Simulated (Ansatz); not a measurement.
Defect migration in silicon strained by +1.5 % along x and y, z held: interstitial O, neutral cell. The step: a concerted move, in which O travels most; the atom moves 1.86 Å along (0.29, 0.03, 0.17) of the unit cell; the moving atom starts with neighbours 2 Si at 1.63 Å and ends with 2 Si at 1.63 Å. DFT values are from Ansatz (plane-wave PAW, 420 eV unless said) in a cell of 64 host sites, spin-restricted, static, with no finite-size correction. The charge state is imposed; whether it is stable for some Fermi level was not computed. Sites that were not tried may lie lower. For the PBE band: the saddle point's order was not checked.

```tsv
Level	Forward barrier (eV)	Cost of the band or of the saddle's single point
PBE, a 2×2×2 k-point mesh shifted by half a step, band relaxed	2.26	roughly 6 core-hours
PBE, a 3×3×3 k-point mesh shifted by half a step, same geometries	2.29	very roughly 10 core-minutes
```

Ansatz is an electronic-structure program.
